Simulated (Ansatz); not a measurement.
Start from ZrN in the rock salt structure (space group Fm-3m, No. 225; relaxed with 0.1 eV smearing).

```
ZrN
1.0
    0.00000     2.27655     2.27655
    2.27655     0.00000     2.27655
    2.27655     2.27655     0.00000
N Zr
1 1
Cartesian
  0.00000   0.00000   0.00000
  2.27655   2.27655   2.27655
```

Cartesian axes are those of the cell as printed.

Calculations: PBEsol (Ansatz, a program for electronic structure; PAW; 420 eV plane waves; scalar-relativistic without spin-orbit coupling), earlier PAW set.

Perturbation: the cell is stretched by 2.16 % along y with no lateral relaxation; the atoms relax in the strained cell.

Q: Predict the stress tensor and what it implies for the stiffness.

A: Stress of the strained cell less that of the base (GPa, compression positive):
```
   -2.3     0.0     0.0
    0.0   -11.1     0.0
    0.0     0.0    -2.3
```

Then −Δσ_ii/ε with ε = 0.0216 gives secant stiffness values (nonlinear terms included at this strain): C22 ≈ 513 GPa, C12 ≈ 106 GPa and C23 ≈ 106 GPa.

As a check, the harmonic strain energy −½ V₀ Δσ:ε is 8.8 meV/atom; the computed energy rise is 9.2 meV/atom.

No phonon test of stability was made. The final runs are not spin-polarised.
